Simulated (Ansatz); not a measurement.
## What As on a Ga site, symmetric start does to GaS

Consider a 24-atom supercell of GaS in the beta-GaS type structure (space group P6_3/mmc, No. 194; a = 3.534 Å, c = 15.039 Å; layered, stacked along the Cartesian z axis) at its relaxed geometry.

Now apply this change: one Ga atom is replaced by As, atoms relaxed at fixed cell.

Level of theory: DFT with PBEsol-D3(BJ), PAW potentials and a 420 eV plane-wave cutoff in Ansatz (a first-principles code), spin-orbit coupling left out. Γ-centred 5×5×5 mesh, Fermi–Dirac width 0.01 eV.

| quantity | base | changed | shift |
|---|---|---|---|
| pressure | 0.0 GPa | 1.2 GPa | +1.2 GPa |
| gap of the supercell | 1.29 eV | 0.63 eV | -0.66 eV |
| total moment of the cell | – | 0.0 μB | – |
| largest displacement of a host atom from its site in the perfect cell | – | 0.29 Å | – |
| shift of the substituted atom off its lattice site | – | 0.41 Å | – |

The magnetic state is the one reached from the starting moments; the real material's order can differ, and small cells can't hold many antiferromagnetic ones. The cell is small, so the values are those of an ordered compound at a high defect concentration; dilute-limit values will differ. The defect started on the symmetric site and kept its symmetry, so it may sit on a saddle. Starting moments died away, wholly or in part, for As on a Ga site; another magnetic solution may exist. The defect cell is spin-polarised and ends with 0.0 μB.
